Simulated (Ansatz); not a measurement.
Base system: Lu in the hcp (Mg type) structure (space group P6_3/mmc, No. 194; a = 3.506 Å, c = 5.482 Å; relaxed with 0.1 eV smearing). Axes: x lies along a and z along c of the hexagonal cell.

The values are results of PBE (Ansatz, a program for electronic structure; PAW; 420 eV plane waves; spin-orbit coupling left out), not measurements.

Base values:

| Quantity | Value |
|---|---|
| Volume per atom | 29.18 Å³ |

It is then changed as follows: biaxial strain +0.50 %, plane normal [001], relaxed out of plane (Cartesian); in-plane vectors clamped, the third vector and the atoms free.

**Question.** Predict the new in-plane stress.

**Answer.** The mean in-plane stress (compression positive) amounts to -0.5 GPa.

**Question.** What happens to the volume per atom?

**Answer.** The volume per atom increases by 0.224 Å³ (29.18 Å³ → 29.41 Å³).

No phonon test of stability was made.
